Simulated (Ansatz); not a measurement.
The reference is Ti in the hcp (Mg type) structure (space group P6_3/mmc, No. 194; a = 2.936 Å, c = 4.636 Å).

Computed with r2SCAN (Ansatz, a quantum-chemistry and plane-wave program), without spin-orbit coupling.

For the base:

* **Pressure**: 0.0 GPa

One thing is altered: the cell is scaled by 1.0484 in all directions, atoms relaxed at fixed cell.

**Question.** What happens to the pressure and energy relative to the base?

**Answer.** The pressure (mean of the normal stresses, compression positive) goes from zero to -12.9 GPa; the energy goes up by 118 meV/atom.

The cells carry an imposed strain or load. Whether these cells are dynamically stable was not tested. The final runs are not spin-polarised.
